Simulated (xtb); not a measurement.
xtb 6.7.1, GFN2-xTB: Zn(Et)(OH) triplet (C[CH2][Zn][OH]), charge 0, multiplicity 3, 10 atoms. The geometry is a generated start, not checked to be a minimum at this level.

```
Item                                                                                                           Result
------------------------  -------------------------------------------------------------------------------------------
method                                                                                                       GFN2-xTB
--acc                                                                                                     1 (default)
--etemp (K)                                                                                             300 (default)
detailed input (--input)  none: ANC optimiser, Lindh (1995) Hessian, microcycle=20, maxdispl=1.0, hlow=0.01 (default)
basis functions                                                                                                    22
valence electrons                                                                                                  22
```

```xyz
10

Zn     1.0461     0.6467     0.8967
C      0.3554    -0.6655    -0.4662
C     -0.9987    -0.2797    -1.0492
H      0.2617    -1.6218     0.0485
H      1.0632    -0.8088    -1.2785
H     -0.9467     0.6588    -1.5970
H     -1.7579    -0.1883    -0.2723
H     -1.3299    -1.0546    -1.7457
O      0.9046     1.3324     2.4868
H      1.4022     1.9808     2.9769
```

Charge 0 and multiplicity 3 are set for this test and not shown to be the ground state. GFN-xTB has no spin term: --uhf 2 sets the occupations alone.

The structure is relaxed from this start with --opt LEVEL for the levels crude, sloppy, loose, lax, normal, tight, vtight, extreme, once each. Up to the end of the extreme run atoms move by at most 1.2 Å along an axis.

### Question
What is the loosest level that ends within 5 meV of the extreme run, and how many cycles does it take?

### Answer
normal: 81 cycles against 94, ending 0.21 meV above.

| level | cycles | energy above the extreme run (meV) | gradient norm (eV/Å) |
|---|---|---|---|
| crude | 9 | 89 | 0.44 |
| sloppy | 11 | 81 | 0.29 |
| loose | 20 | 47 | 0.14 |
| lax | 36 | 31 | 0.091 |
| normal | 81 | 0.21 | 0.025 |
| tight | 85 | 0.037 | 0.026 |
| vtight | 89 | under 0.01 | 0.0059 |
| extreme | 94 | — | 0.0023 |
